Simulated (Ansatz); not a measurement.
Functionals compared on a constructed model of the (0001) surface of hcp Ru, a pseudomorphic layer of W in the host's stacking (bottom of the slab: a bare face, its two planes held), in Ansatz (plane waves, PAW). The structure was relaxed with PBE; the other rows are single points on it. Cutoff 420 eV (500 eV for r2SCAN).

Slab: 7 atoms, 13.5 Å thick at the start with caps and adatoms (thin: gaps and levels are the slab's own); k 16x16x1, smearing 0.1 eV, dipole-corrected; 2 atoms held, the rest relaxed; start symmetry kept, larger cells not searched; no spin, no spin-orbit, no U. In PBE it is, or lies within 0.01 eV a 1x1 cell of, the lowest of the 2 structures of its composition computed so far; subsurface sites and larger cells were not tried. These notes are the PBE run's.

| functional | work function of the top face (eV) | rough cost of the single point |
|---|---|---|
| PBE | 5.28 | – |
| RPBE | (withheld) | about 20 core-seconds (a rough figure) |
| r2SCAN | 5.37 | very roughly 50 core-seconds |

Q: Complete the blanks.

A: 
- RPBE, work function of the top face (eV): 5.14

Ansatz is a quantum-chemistry and plane-wave program.
